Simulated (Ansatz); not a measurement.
# Point defects in AlRu

Consider an 8-atom supercell of AlRu in the CsCl type structure (space group Pm-3m, No. 221) at its relaxed geometry.

```xyz
8
Lattice="3.0035 -3.0035 -3.0035 -3.0035 3.0035 -3.0035 3.0035 3.0035 3.0035" Properties=species:S:1:pos:R:3 pbc="T T T"
Al     0.0000     0.0000    -3.0035
Al     0.0000     0.0000     0.0000
Al     0.0000     3.0035     0.0000
Al     3.0035     0.0000     0.0000
Ru     1.5018     1.5018    -1.5018
Ru     1.5018     1.5018     1.5018
Ru    -1.5018     1.5018    -1.5018
Ru     1.5018    -1.5018    -1.5018
```

One neutral defect a cell, atoms relaxed at fixed cell.

Computed with PBE (Ansatz, a program for electronic structure; PAW; 420 eV plane waves; scalar-relativistic without spin-orbit coupling), earlier PAW set.

| variant | largest displacement of a host atom from its site in the perfect cell | pressure |
|---|---|---|
| perfect supercell | – | 0.1 GPa |
| Sb on a Ru site | 0.40 Å | … |
| Al on a Ru site (antisite), symmetric start | 0.00 Å | 4.0 GPa |
| Ru interstitial (started 1.50 Å from the nearest host atom) | 1.65 Å | 61.5 GPa |
| Ru vacancy | 0.00 Å | -4.6 GPa |
| Al vacancy | … | … |

### Question
Complete the table.

### Answer

- Sb on a Ru site, pressure: 20.1 GPa
- Al vacancy, largest displacement of a host atom from its site in the perfect cell: 0.31 Å
- Al vacancy, pressure: -10.0 GPa

In so small a cell the defect repeats every few ångströms: this is an ordered compound, not a dilute defect. Defects with a symmetric start kept the site's symmetry and may sit on a saddle; the others started slightly shaken. The final runs are not spin-polarised.
